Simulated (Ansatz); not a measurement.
Consider the following.

End structure of the (117) surface of germanium, 3 pairs of surface atoms bonded, H on 7 of 8 dangling bonds, none on a paired Ge at depth 0.6 Å (bottom of the slab: built like the top, H on every dangling bond, free):

```
CELL_PARAMETERS angstrom
      8.14587     0.00000     0.00000
      2.03647    14.54329     0.00000
      0.00000     0.00000    29.50000
ATOMIC_POSITIONS crystal
  Ge 0.40492 0.37923 0.33571
  Ge 0.90505 0.38123 0.33670
  Ge 0.16294 0.72479 0.35099
  Ge 0.47485 0.72455 0.35094
  Ge 0.44794 0.20870 0.35318
  Ge 0.94734 0.20995 0.35349
  Ge 0.14143 0.44274 0.37377
  Ge 0.63755 0.44174 0.37369
  Ge 0.52150 0.87604 0.38234
  Ge 0.04052 0.87645 0.38213
  Ge 0.20436 0.18359 0.39976
  Ge 0.70421 0.18192 0.39975
  Ge 0.59273 0.60293 0.40514
  Ge 0.10522 0.60402 0.40557
  Ge 0.27293 0.90774 0.43103
  Ge 0.77580 0.89787 0.42658
  Ge 0.66691 0.33259 0.43795
  Ge 0.16629 0.33390 0.43801
  Ge 0.34516 0.62333 0.45586
  Ge 0.84205 0.62641 0.45271
  Ge 0.73569 0.05863 0.46001
  Ge 0.23333 0.06529 0.46196
  Ge 0.41176 0.35294 0.48291
  Ge 0.91176 0.35294 0.48291
  Ge 0.80392 0.78431 0.48975
  Ge 0.30392 0.78431 0.48975
  Ge 0.48039 0.07843 0.51025
  Ge 0.98039 0.07843 0.51025
  Ge 0.87255 0.50980 0.51709
  Ge 0.37255 0.50980 0.51709
  Ge 0.54838 0.80378 0.53989
  Ge 0.05109 0.79769 0.53816
  Ge 0.93826 0.23858 0.54455
  Ge 0.44228 0.23628 0.54717
  Ge 0.61733 0.52970 0.56203
  Ge 0.11799 0.52899 0.56190
  Ge 0.01022 0.95576 0.56909
  Ge 0.50781 0.96446 0.57321
  Ge 0.68996 0.25970 0.59512
  Ge 0.18094 0.25797 0.59481
  Ge 0.07982 0.67919 0.60023
  Ge 0.58012 0.68050 0.60017
  Ge 0.76088 0.98625 0.61766
  Ge 0.24406 0.98758 0.61788
  Ge 0.14280 0.41985 0.62586
  Ge 0.64660 0.42098 0.62637
  Ge 0.83633 0.65372 0.64676
  Ge 0.33690 0.65267 0.64644
  Ge 0.12278 0.13882 0.65139
  Ge 0.80724 0.13762 0.64909
  Ge 0.87970 0.48313 0.66418
  Ge 0.37880 0.48141 0.66315
  H  0.40087 0.39468 0.28350
  H  0.90136 0.39619 0.28443
  H  0.10283 0.71087 0.30173
  H  0.54167 0.71114 0.30163
  H  0.46058 0.15244 0.30832
  H  0.96257 0.15479 0.30828
  H  0.50424 0.94848 0.34330
  H  0.02198 0.94895 0.34313
  H  0.77957 0.91288 0.65627
  H  0.26196 0.91182 0.65541
  H  0.82369 0.70986 0.69166
  H  0.32176 0.70774 0.69167
  H  0.73685 0.15120 0.69807
  H  0.88433 0.46776 0.71639
  H  0.38161 0.46630 0.71540
```

Model: 67-atom slab, 13.1 Å thick at the start with caps and adatoms (thin: gaps and levels are the slab's own), 4x2x1 mesh, Fermi-Dirac 0.025 eV, dipole correction, 8 atoms held, the rest relaxed; no symmetry held; spin-polarised, ending with about 1.0 μB a cell; orders that need a larger cell were not tried, no spin-orbit, no U. In PBE it is, or lies within 0.01 eV a 1x1 cell of, the lowest of the 3 structures of its composition computed so far; larger cells were not tried.

Question: What is the computed gap of the slab on its k-mesh (PBE (Ansatz, an electronic-structure program))?

Answer: 0.23 eV

Question: What highest filled level below the top vacuum level does PBE give?

Answer: 4.75 eV
